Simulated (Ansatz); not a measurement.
Response to strain in Ir

The parent structure is Ir in the fcc (Cu type) structure (space group Fm-3m, No. 225; a = 3.831 Å; relaxed with 0.1 eV smearing). Axes: x, y, z lie along the cube axes.

Strains are applied to the cell and any free atomic positions relax; under biaxial strain the out-of-plane vector relaxes too.

Computed with DFT with PBEsol, PAW potentials and a 420 eV plane-wave cutoff in Ansatz (a quantum-chemistry and plane-wave program), spin-orbit coupling left out, earlier PAW set.

Candidates:
(a) uniaxial strain ε_xx = −4.46 %
(b) biaxial strain −0.74 %, plane normal [001], relaxed out of plane
(c) uniaxial strain ε_zz = +3.58 %

Notes on the quantities. energy relative to the base: free energy F.

Question: Order them by energy relative to the base, highest first.

Answer: (a) uniaxial strain ε_xx = −4.46 % (+62 meV/atom), (c) uniaxial strain ε_zz = +3.58 % (+33 meV/atom), (b) biaxial strain −0.74 %, plane normal [001], relaxed out of plane (+3.4 meV/atom)

Whether these cells are dynamically stable was not tested. The final runs are not spin-polarised.
